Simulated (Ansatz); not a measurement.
## Ti: element substitutions

Base system: Ti in the hcp (Mg type) structure (space group P6_3/mmc, No. 194).

```xyz
2
Lattice="2.9009 0.0000 0.0000 -1.4504 2.5122 0.0000 0.0000 0.0000 4.5906" Properties=species:S:1:pos:R:3 pbc="T T T"
Ti     0.0000     1.6748     3.4429
Ti     1.4504     0.8374     1.1476
```

Each row replaces one element on all its sites; cell and atoms are relaxed.

Levels (all Ansatz, an electronic-structure program, PAW): PBEsol (420 eV, no SOC); r2SCAN (500 eV, spin-orbit coupling left out).

Pressures by level, all at the geometries relaxed with PBEsol:

| case | PBEsol | r2SCAN |
|---|---|---|
| base | 0.0 GPa | 4.2 GPa |
| Ti → Ce | 0.0 GPa | [?] |
| Ti → Cr | 0.0 GPa | [?] |

Question: Some entries are withheld; estimate them.

Answer: 
- Ti → Ce, r2SCAN: 2.6 GPa
- Ti → Cr, r2SCAN: 4.1 GPa

Open 4f shells without U are poorly described, and the f state was not checked. Single points use the geometry relaxed with PBEsol. Their cutoffs differ, which shifts pressures a little. No phonon test of stability was made. Seeded moments were not kept for Ti → Ce and Ti → Cr. All final runs are without spin polarisation. Real Cr is antiferromagnetic at low temperature and ambient pressure, an order that this cell doesn't hold. This is not the structure that Cr has at room temperature and ambient pressure.
